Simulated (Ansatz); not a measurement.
**Equilibrium lattice constant a of GaP (model structure, from the CsCl type, Pm-3m, No. 221) at several levels of theory**

No measured value is used here.

Task: Put these levels in order of the equilibrium lattice constant a that they give for GaP (model structure, from the CsCl type, Pm-3m, No. 221), smallest first: LDA (Ansatz, a program for electronic structure), PBE (Ansatz), PBE-D3(BJ) (Ansatz), r²SCAN+rVV10 (Ansatz).

Result: LDA (3.140 Å), PBE-D3(BJ) (3.161 Å), r²SCAN+rVV10 (3.179 Å), PBE (3.216 Å)

Cutoffs differ between the levels. Ansatz's density-functional and Hartree–Fock values are scalar-relativistic unless marked +SOC, with PAW data made under PBE.

A model structure was made by putting elements into a prototype or built by hand; it is no filed structure, need not be a known phase, and can be a saddle point held by its symmetry.
